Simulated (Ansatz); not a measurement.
Start from GaN in the wurtzite structure (space group P6_3mc, No. 186; a = 3.183 Å, c = 5.186 Å).

Now apply this change: a hydrostatic pressure of 60 GPa.

Levels (all Ansatz, an electronic-structure program, PAW, earlier PAW set): PBEsol (420 eV, spin-orbit coupling left out); r2SCAN (500 eV, scalar-relativistic without spin-orbit coupling); HSE06 (420 eV, spin-orbit coupling left out); PBEsol+SOC (420 eV, spin-orbit coupling included).

One geometry, relaxed with PBEsol, under each level:

The valence-band top lists the three highest levels at Γ (Kramers pairs under SOC), from the VBM.

| level | band gap | lowest conduction level above the VBM at special points | valence-band top at Γ | electron mass | pressure |
|---|---|---|---|---|---|
| PBEsol | 3.20 eV | Γ 3.20 eV; K 4.78 eV; L 4.84 eV; M 5.47 eV | 0.00, 0.00, -0.11 eV | 0.24 mₑ along k, 0.28 mₑ across (at Γ) | 60.00 GPa |
| r2SCAN | 3.75 eV | Γ 3.75 eV; K 5.42 eV; L 5.49 eV; M 6.19 eV | – | 0.25 mₑ along c, 0.28 mₑ across (at Γ) | 62.06 GPa |
| HSE06 | 4.72 eV | Γ 4.72 eV; K 6.19 eV; L 6.34 eV | – | – | – |
| PBEsol+SOC | 3.20 eV | Γ 3.20 eV; K 4.77 eV; L 4.84 eV; M 5.47 eV | 0.00, 0.00, -0.11 eV | 0.24 mₑ along c, 0.28 mₑ across (at Γ) | 59.96 GPa |

Single points use the geometry relaxed with PBEsol. Their cutoffs differ, which shifts pressures a little. The spin-orbit shifts are approximate. Load acts through the strain it causes; cell and atoms are relaxed under it. Effective masses come from finite differences of ±0.01 Å⁻¹. Along k means along the line from Γ to the band edge. Stability against distortions was not tested. Measured, GaN leaves this structure (for rock salt) near 47 GPa (temperature not stated; as listed in Datta, Sujoy, Jana, Debnarayan, arXiv (2020)), on rising pressure, with hysteresis.
